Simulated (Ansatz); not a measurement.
# cubic SrTiO3 (0 0 1) on silicon (0 0 1) (film strained to the substrate, started from cuts of the bulks and a machine-learned relaxation; metallic at this level, with no gap by band count)

A periodic stack without vacuum, cubic SrTiO3 (0 0 1) on silicon (0 0 1) (film strained to the substrate, started from cuts of the bulks and a machine-learned relaxation; metallic at this level, with no gap by band count): substrate slab Si12, film Sr3Ti3O9, surface cells [[1, 0], [1, 1]] and [[0, 1], [-1, 0]], film strained by -1.8 and -1.8 %, outermost planes Si/Si and OTi/OSr as cut, which need not be the usual terminations and can put a slab off its formula.

The start was prepared with a machine-learned potential, and the result is one local minimum, with the in-plane cell held and forces under 0.04 eV/Å; the film can end far from its bulk form.

All values below come from PBE (plane waves to 420 eV, PAW; Ansatz, an electronic-structure program). No spin–orbit coupling; PBE gaps are too small against experiment. Its k-point mesh 6×6×1, Fermi–Dirac width 0.05 eV.

* **interface area**: 15.0 Å²
* **period**: 28.49 Å
* **gaps between the outermost planes at the two interfaces**: 1.75 and 1.69 Å
* **Si–Sr contacts across the interfaces within 1.22 times the sum of covalent radii**: 5, mean 3.38 Å
* **O–Si contacts across the interfaces within 1.22 times the sum of covalent radii**: 2, mean 1.77 Å
* **Si–Ti contacts across the interfaces within 1.22 times the sum of covalent radii**: 2, mean 2.77 Å
* **two interfaces**: unlike, so that offsets are their mean
* **spin-polarised check at this geometry**: falls back to no moment
* **slope of the mean potential energy in the substrate**: -1.9 MV/cm × e

```yaml
crystal:
  lattice:
    - [3.86791, -0.00001, -0.03462]
    - [0.00034, 3.86780, 0.02578]
    - [0.37058, 0.18918, 28.49219]
  atoms:
    - { symbol: Si, position: [0.04304, 0.00384, 0.07562] }
    - { symbol: Si, position: [0.54432, 0.83146, 0.03315] }
    - { symbol: Si, position: [0.53993, 0.48620, 0.17214] }
    - { symbol: Si, position: [0.04135, 0.49847, 0.12410] }
    - { symbol: Si, position: [0.03691, 0.97821, 0.26803] }
    - { symbol: Si, position: [0.53834, 0.98158, 0.22010] }
    - { symbol: Si, position: [0.53387, 0.46994, 0.36394] }
    - { symbol: Si, position: [0.03528, 0.47359, 0.31599] }
    - { symbol: Si, position: [0.03118, 0.94827, 0.45990] }
    - { symbol: Si, position: [0.53263, 0.96525, 0.41188] }
    - { symbol: Si, position: [0.52291, 0.57727, 0.55058] }
    - { symbol: Si, position: [0.02456, 0.44144, 0.50830] }
    - { symbol: Sr, position: [0.06488, 0.45960, 0.68908] }
    - { symbol: Ti, position: [0.58392, 0.98018, 0.61912] }
    - { symbol: O, position: [0.04728, 0.96935, 0.62287] }
    - { symbol: O, position: [0.52967, 0.46439, 0.61206] }
    - { symbol: O, position: [0.54842, 0.93855, 0.68904] }
    - { symbol: Sr, position: [0.05136, 0.43132, 0.82732] }
    - { symbol: Ti, position: [0.55493, 0.94126, 0.75801] }
    - { symbol: O, position: [0.05250, 0.93908, 0.76028] }
    - { symbol: O, position: [0.55292, 0.43872, 0.75902] }
    - { symbol: O, position: [0.55016, 0.93217, 0.83048] }
    - { symbol: Sr, position: [0.04647, 0.39872, 0.96505] }
    - { symbol: Ti, position: [0.54859, 0.91988, 0.89724] }
    - { symbol: O, position: [0.04833, 0.92048, 0.90208] }
    - { symbol: O, position: [0.54836, 0.42426, 0.90086] }
    - { symbol: O, position: [0.54621, 0.93651, 0.97385] }
```
